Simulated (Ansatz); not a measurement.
Levels about the gap of amorphous Si$_{16}$O$_{24}$C$_{16}$H$_{40}$ (96 atoms in a cell of 1475 Å³, 1.20 g/cm³; zone centre alone, so wide bands show as single levels with stretches between that a denser mesh fills), at the geometry that PBE relaxed, where it gives 0.2 GPa on a denser mesh. The participation number counts the atoms over which a state spreads; weights are charges in smoothed Voronoi cells. The levels come from a single point, so bond lengths are those of that geometry. Method of the levels: r2SCAN, scalar-relativistic without spin-orbit coupling (Ansatz, a quantum-chemistry and plane-wave program). Sampling: the zone centre alone; Fermi-Dirac width 0.01 eV; collinear spin, started from moments on atoms (the moments died out). At PBE the levels at the filled edge of the gap are localised (band-tail or defect states), and the nearest spread-out levels lie 3.4 eV apart at the zone centre.

The cell was made by melting and quenching with the CHGNet potential and then relaxed with DFT. O atoms were pushed apart under 1.9 Å during the dynamics, to hinder bonds among them. The hot cell started wider than the set density and was brought back towards it in steps. It is the lowest in DFT energy of 2 quenches. It is a model cell: composition and starting density were chosen by hand, and all elements were melted together. No dispersion term was used. Its density started from a set value of 1.20 and ended at 1.20 g/cm³. The simulated quench (nominally 500 K/ps over its main leg) is rapid and tends to freeze in more defects than a deposited or slowly cooled glass has. A cell of this size samples the disorder only roughly. The volume was held where the preparation left it and the shape relaxed, at a PBE pressure of 0.2 GPa. The cell holds free molecules (1 H2).

```csv
"E - E(highest filled), eV",filling,spin,participation number,largest on,weight Si,weight O,weight C,weight H
-1.01,filled,dn,5.4,"O, 2 neighbours",0.16,0.52,0.25,0.07
-0.48,filled,dn,5.4,"O, 1 neighbours",0.30,0.40,0.20,0.10
-0.48,filled,up,5.4,"O, 1 neighbours",0.30,0.40,0.20,0.10
-0.36,filled,up,4.0,"Si, 3 neighbours",0.66,0.08,0.06,0.20
-0.36,filled,dn,4.0,"Si, 3 neighbours",0.66,0.08,0.06,0.20
0.00,filled,dn,5.7,"Si, 3 neighbours",0.37,0.26,0.20,0.16
0.00,filled,up,5.7,"Si, 3 neighbours",0.37,0.26,0.20,0.16
1.93,empty,dn,6.7,"Si, 3 neighbours",0.54,0.12,0.12,0.22
1.93,empty,up,6.7,"Si, 3 neighbours",0.54,0.12,0.12,0.22
2.24,empty,dn,7.9,"C, 3 neighbours",0.31,0.19,0.32,0.18
2.24,empty,up,7.9,"C, 3 neighbours",0.31,0.19,0.32,0.18
2.56,empty,dn,5.2,"C, 2 neighbours",0.17,0.23,0.51,0.08
2.56,empty,up,5.2,"C, 2 neighbours",0.17,0.23,0.51,0.08
2.82,empty,dn,21.5,"C, 3 neighbours",0.20,0.23,0.38,0.19
```

Most localised among these is the filled level at -0.36 eV, on a Si atom, which has 3 neighbours (H 1.52 Å, C 1.91 Å, Si 2.27 Å).
